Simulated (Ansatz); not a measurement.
# A computed series for Ca3SbN: carrier doping

Consider Ca3SbN in the anti-perovskite structure (space group Pm-3m, No. 221; a = 4.8027 Å; a cell from a computed database, its experimental status unchecked).

Carriers are added at fixed cell with a uniform background; the Fermi–Dirac width is that of 300 K.

Computed with Kohn–Sham DFT with the PBEsol functional, run in Ansatz (a program for electronic structure) with PAW and 420 eV plane waves, spin-orbit coupling left out.

Notes on the quantities. Fermi level from band edge: Fermi level relative to the doped band's edge (positive inside the band; to 0.05 eV).

| variant | gap between the host's bands | Fermi level from band edge |
|---|---|---|
| undoped | 0.33 eV | – |
| electrons 2.0×10^21 cm⁻³ | 0.35 eV | +0.70 eV |
| electrons 3.0×10^21 cm⁻³ | 0.36 eV | +0.90 eV |
| electrons 5.0×10^21 cm⁻³ | 0.39 eV | +1.10 eV |
| holes 2.0×10^21 cm⁻³ | 0.44 eV | +0.60 eV |
| holes 3.0×10^21 cm⁻³ | 0.49 eV | +0.70 eV |
| holes 5.0×10^21 cm⁻³ | 0.58 eV | +0.85 eV |

Carriers are added with a uniform compensating background; total energy and stress of such cells depend on the potential's zero and are not compared; many-body gap narrowing is missing at this level. Spin-orbit coupling, missing from the scalar runs, can matter with Sb. Whether these cells are dynamically stable was not tested.
